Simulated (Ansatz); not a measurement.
Seebeck coefficient (μV/K, mean over directions) of n-type Si (Fd-3m) against carrier density, r2SCAN with spin-orbit coupling, rigid bands run with Ansatz (a quantum-chemistry and plane-wave program). Computed gap 0.76 eV; densities at which minority carriers matter at this gap, or further valleys turn the trend, are left out. Conductivity mass 0.28 mₑ (harmonic mean over directions), N_c = 3.0e19 cm⁻³ at 300 K.

```json
[
 {"electron density": "1e17 cm⁻³", "300 K": "___", "500 K": "-774"},
 {"electron density": "1e18 cm⁻³", "300 K": "-504", "500 K": "-576"},
 {"electron density": "3e18 cm⁻³", "300 K": "-410", "500 K": "-482"},
 {"electron density": "1e19 cm⁻³", "300 K": "-308", "500 K": "-379"},
 {"electron density": "3e19 cm⁻³", "300 K": "-219", "500 K": "-288"},
 {"electron density": "1e20 cm⁻³", "300 K": "-132", "500 K": "___"},
 {"electron density": "3e20 cm⁻³", "300 K": "___", "500 K": "-125"},
 {"electron density": "1e21 cm⁻³", "300 K": "-46", "500 K": "-74"}
]
```

Q: What belongs in the gaps?

A: 
- 1e17 cm⁻³, 300 K: -702
- 1e20 cm⁻³, 500 K: -194
- 3e20 cm⁻³, 300 K: -77

Rigid bands with a gap fixed in temperature, one relaxation time for all states, no polarons or phonon drag, and whether or not such doping can be reached.
